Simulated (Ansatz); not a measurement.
Start from In$_{2}$O$_{3}$ (space group P-3m1, No. 164; a = 3.419 Å, c = 6.094 Å; a hypothetical phase, not in the database extracts checked).

All numbers come from PBEsol (Ansatz, a quantum-chemistry and plane-wave program, PAW, no spin-orbit coupling).

For the base:

| Quantity | Result |
|---|---|
| Gap character | indirect, k = (0, 1/4, 1/4) in the run's primitive reciprocal basis → Γ |
| Gap between the host's bands | 0.70 eV |

Now apply this change: 0.308 electrons added to each cell, a density of 5.0×10^21 cm⁻³, with a uniform compensating background at fixed cell and a 300 K Fermi–Dirac width.

### Question
What happens to the gap character and gap between the host's bands?

### Answer
The gap character remains indirect, k = (0, 1/4, 1/4) in the run's primitive reciprocal basis → Γ; the gap between the host's bands shrinks by 0.11 eV (0.70 eV → 0.59 eV).

Carriers are added with a uniform compensating background; total energy and stress of such cells depend on the potential's zero and are not compared; many-body gap narrowing is missing at this level. Stability against distortions was not tested. The base started in P3m1 and relaxed to P-3m1 at this level.
